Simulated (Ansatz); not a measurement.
**Short convergence ladders for GeRh (Pm, 8 atoms in the cell)**

```yaml
crystal:
  lattice:
    - [5.64434, 0.00000, 0.00000]
    - [0.00000, 3.27744, 0.00000]
    - [0.00000, 0.00000, 6.42521]
  atoms:
    - { symbol: Ge, position: [0.80826, 0.75000, 0.44421] }
    - { symbol: Ge, position: [0.19174, 0.25000, 0.56357] }
    - { symbol: Ge, position: [0.69174, 0.25000, 0.93643] }
    - { symbol: Ge, position: [0.30826, 0.75000, 0.06357] }
    - { symbol: Rh, position: [0.99544, 0.75000, 0.79662] }
    - { symbol: Rh, position: [0.00456, 0.25000, 0.20338] }
    - { symbol: Rh, position: [0.50456, 0.25000, 0.29662] }
    - { symbol: Rh, position: [0.49544, 0.75000, 0.70338] }
```

Base method: LDA (PW92), default PAW files made with PBE (plane waves; Ansatz, an electronic-structure program).

Base settings: basis.ecutwfc = 420 eV; kpoints.mp_grid.grid = 2 5 2; hamiltonian.xc = lda; hamiltonian.pseudopotentials = {kind: paw} (the program's default PAW files); scf.occupations.method = gaussian; scf.occupations.width = 0.1 eV.

The count of work is k-points × plane waves × bands × iterations; it is no time. Core times come from one kind of shared machine, to one figure; runs under 30 s give none.

**The cutoff for other potential files**

Level: DFT, LDA (PW92), plane waves, harder PAW files (source: ansatz) made with PBE.

In this ladder: hamiltonian.pseudopotentials = {kind: paw, source: ansatz}.

The second cell is the first with its lattice scaled by 0.98.

The mesh stays at the base's, so the ladder's end is converged at best in this setting alone.

The first pressure column holds Ansatz's estimate of the finite-basis (Pulay) stress, which hides part of the cutoff error; the other is without it.

Only quantities that move along the ladder and can be compared are tabulated.

```tsv
basis.ecutwfc	free energy less the last step's (meV/atom)	energy of the compressed cell less the first (meV/atom)	pressure (GPa)	pressure without the Pulay estimate (GPa)	largest difference of a force vector from the last step's (eV/Å)	count of work / last	core time / last (rough)
370 eV	8336.86	33.72	-4.83	-371.24	0.117	0.095	–
450 eV	2075.52	24.74	-4.01	-127.97	0.054	0.14	–
575 eV	148.22	13.34	-3.78	-18.70	0.005	0.21	–
695 eV	4.75	13.57	-3.85	-4.60	0.000	0.27	–
820 eV	0.52	13.44	-3.86	-3.87	0.000	0.35	–
985 eV	0.34	13.43	-3.86	-3.86	0.000	0.47	0.4
1230 eV	0.15	13.43	-3.86	-3.87	0.000	0.65	0.6
1640 eV	0.00	13.42	-3.86	-3.86	0.000	1.0	1
```

Coarsest basis.ecutwfc that holds the free energy within 1 meV/atom of the last step, with all finer ones: 820 eV, at 0.35 of the last step's count of work; the step before is off by 4.8 meV/atom.

Coarsest basis.ecutwfc that holds the pressure without the Pulay estimate within 0.1 GPa of the last step, with all finer ones: 820 eV, at 0.35 of the last step's count of work; the step before is off by 0.74 GPa.

Coarsest basis.ecutwfc that holds the forces within 0.02 eV/Å of the last step, with all finer ones: 575 eV, at 0.21 of the last step's count of work; the step before is off by 0.054 eV/Å.

The energy difference between the two cells stays within 1 meV/atom of the last step's from 575 eV on, the total only from 820 eV on: much of the error is common to both cells and cancels.

At the lowest cutoff the pressure without the Pulay estimate lies 367 GPa under the last step's, the usual sign of Pulay stress in an incomplete plane-wave basis.

**The density cutoff**

The second cell is the first with its lattice scaled by 0.98.

The mesh stays at the base's, so the ladder's end is converged at best in this setting alone.

Only quantities that move along the ladder and can be compared are tabulated.

| basis.ecutrho_ratio | free energy less the last step's (meV/atom) | energy of the compressed cell less the first (meV/atom) | pressure (GPa) | largest difference of a force vector from the last step's (eV/Å) |
|---|---|---|---|---|
| 2 | -13.74 | 13.52 | -3.08 | 0.038 |
| 3 | -0.37 | 12.95 | -3.91 | 0.000 |
| 4 | -0.02 | 12.95 | -3.94 | 0.000 |
| 5 | -0.01 | 12.95 | -3.94 | 0.000 |
| 6 | 0.00 | 12.95 | -3.94 | 0.000 |
| 8 | 0.00 | 12.95 | -3.94 | 0.000 |
| 10 | 0.00 | 12.95 | -3.94 | 0.000 |
| 12 | 0.00 | 12.95 | -3.94 | 0.000 |
| 16 | 0.00 | 12.95 | -3.94 | 0.000 |

Coarsest basis.ecutrho_ratio that holds the forces within 0.01 eV/Å of the last step, with all finer ones: 3; the step before is off by 0.038 eV/Å.

Coarsest basis.ecutrho_ratio that holds the energy of the compressed cell less the first within 0.2 meV/atom of the last step, with all finer ones: 3; the step before is off by 0.57 meV/atom.

Coarsest basis.ecutrho_ratio that holds the free energy within 2 meV/atom of the last step, with all finer ones: 3; the step before is off by 14 meV/atom.

The energy difference between the two cells stays within 1 meV/atom of the last step's from 2 on, the total only from 3 on: much of the error is common to both cells and cancels.

**The relaxed cell against the cutoff**

On GeRh (Pnma, 8 atoms in the cell): atoms on their sites.

In this ladder: relax = cell and atoms.

The mesh stays at the base's, so the ladder's end is converged at best in this setting alone.

Only quantities that move along the ladder and can be compared are tabulated.

```csv
basis.ecutwfc,relaxed volume (Å³/atom),relaxation steps,core time / last (rough)
295 eV,14.517,51,1
355 eV,14.478,15,0.4
420 eV,14.430,12,0.5
505 eV,14.432,12,0.6
630 eV,14.435,11,0.7
840 eV,14.436,11,1
```

Coarsest basis.ecutwfc that holds the relaxed volume within 0.014 Å³/atom of the last step, with all finer ones: 420 eV; the step before is off by 0.042 Å³/atom.

At the lowest cutoff the cell relaxes to a volume 0.6 % larger than at the highest. Ansatz relaxes on a stress corrected for the finite basis.

On the base run: the starting cell comes from a database of computed structures (which also holds hypothetical and non-ambient phases and stackings), without a prior relaxation at this level. Its lattice was rescaled by up to half a per cent. One atom was moved a little off its site on purpose. Spin polarisation is off. Without a gap this mesh is coarse (it stands for a supercell whose shortest vector is 11 Å).

Left out of this page: 1 run of the series failed or unconverged; 1 run of the series stopped by limits of time or memory.

Keys are those of Ansatz 0.2.
